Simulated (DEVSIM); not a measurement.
# Schottky contact on p-type Si

Device: Schottky contact on p-type Si, at 350 K.

```
layer (left to right)  material  thickness (μm)  Na (cm⁻³)  τn (s)  τp (s)
---------------------  --------  --------------  ---------  ------  ------
1                            Si           0.480     1.1e16  4.3e-5  4.3e-5
```

Left contact: Schottky, work function 4.544 eV, emission velocity 9.6e6 cm/s. Right contact: ohmic. Voltage is applied to the left contact. Recombination: SRH at mid-gap, radiative. Gap narrowing is on: ΔEg = 6.92 meV × (l + √(l² + 0.5)), l = ln(N/1.3e17 cm⁻³), shared equally by both band edges. Mobility is constant in doping.

The device is made up for the run: typed textbook-type constants, with dimensions and the other settings drawn at random. Values at 300 K; Nc and Nv go as T^1.5, mobilities as T to minus their exponent, the gap by Varshni's rule with the affinity fixed.

```tsv
parameter	Si
gap (eV)	1.124
affinity (eV)	4.05
permittivity	11.7
Nc (cm⁻³)	2.86e19
Nv (cm⁻³)	3.1e19
μn (cm²/Vs)	1417
μp (cm²/Vs)	470
T exponent of μn	2.3
T exponent of μp	2.2
B (cm³/s)	4.7e-15
Varshni α (eV/K)	0.000473
Varshni β (K)	636
```

Simulated with DEVSIM: 1D drift-diffusion, Boltzmann statistics, complete ionisation; no tunnelling, impact ionisation, image-force lowering or self-heating. Metal contacts follow the ideal Schottky-Mott rule: no Fermi-level pinning, no interface dipoles.

The potential step across the device at zero bias is 0.370 V and the largest field in the device at zero bias is 34000 V/cm. The dark forward voltage at 1 A/cm² is 0.100 V and the dark forward voltage at 100 A/cm² is 0.256 V.

Dark forward current:

```tsv
V (V)	J (A/cm²)
-0.05	-0.17
-0.10	-1.0
-0.15	-5.0
-0.20	-23
-0.25	-89
-0.30	-260
-0.35	-560
-0.40	-960
-0.45	-1400
-0.50	-1900
-0.55	-2500
```

Small-signal capacitance in reverse bias (quasi-static):

| V (V) | C (nF/cm²) |
|---|---|
| 0.1 | 45.6 |
| 0.25 | 39.4 |
| 0.5 | 33.0 |
| 0.75 | 29.0 |
| 1 | 26.2 |
| 1.5 | 23.0 |
| 2 | 21.9 |
| 2.5 | 21.7 |
| 3.25 | 21.6 |
| 4 | 21.6 |
| 5 | 21.6 |
